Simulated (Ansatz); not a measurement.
For TaTe (model structure, Pm-3m, No. 221, 2 atoms in the cell), LDA (Ansatz, a program for electronic structure, PAW) gives:

```
Item                        Value
-------------------  ------------
lattice parameter a       3.357 Å
cohesive energy      6.33 eV/atom
```

**Question.** What does r²SCAN+rVV10 (PAW; Ansatz) give for the same quantities?

**Answer.** 
- lattice constant a: 3.394 Å (increases by 1.1 %)
- cohesive energy: 5.25 eV/atom (shrinks by 1.08 eV/atom)

Changes are worked out from the printed values.

Unless a cell is named, each level is at its own relaxed cell (LDA 18.91, r²SCAN+rVV10 19.55 Å³/atom).

Levels without +SOC leave out spin–orbit coupling, which shifts energies and cells of such heavy elements.

Ansatz's density-functional and Hartree–Fock values are scalar-relativistic unless marked +SOC, with PAW data made under PBE.

A model structure was made by putting elements into a prototype or built by hand; it is no filed structure, need not be a known phase, and can be a saddle point held by its symmetry.
